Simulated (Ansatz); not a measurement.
Take Si in the diamond structure (space group Fd-3m, No. 227; a = 5.434 Å) as the base.

The other end (x = 1) is Ge in the diamond structure (space group Fd-3m, No. 227): 22.86 Å³/atom, gap zero.

Computed with Ansatz (an electronic-structure program), PBEsol, PAW, cutoff 420 eV, spin-orbit coupling left out.

Ge replaces a fraction x of Si; each row is one arrangement (x, atoms in the cell, starting space group or random), fully relaxed.

One change was made to it. Results:

| quantity | base | after |
|---|---|---|
| band gap | 0.47 eV | 0.21 eV |
| mixing energy (to 0.01 eV only: unlike meshes or grids) | – | +0.01 eV/atom |
| gap character (in this cell's own zone, which can be folded) | – | indirect, Γ → R |

Task: What was done to the base?
A. x(Ge) = 0.75, 4 atoms, P-4m2
B. x(Ge) = 0.625, 8 atoms, Cm
C. x(Ge) = 0.625, 8 atoms, Pm
D. x(Ge) = 0.375, 8 atoms, P-43m

Result: A, x(Ge) = 0.75, 4 atoms, P-4m2. For comparison, the band gap in the other runs: x(Ge) = 0.625, 8 atoms, Pm gives 0.44 eV; x(Ge) = 0.625, 8 atoms, Cm gives 0.41 eV; x(Ge) = 0.375, 8 atoms, P-43m gives 0.38 eV.

Each cell is one ordered arrangement of few atoms, which overstates ordering effects compared with a random alloy. No phonon test of stability was made. A zero or small gap of SiGe3 and Ge can be the functional's error rather than a property of the material. k-point labels follow each cell's own Brillouin zone.
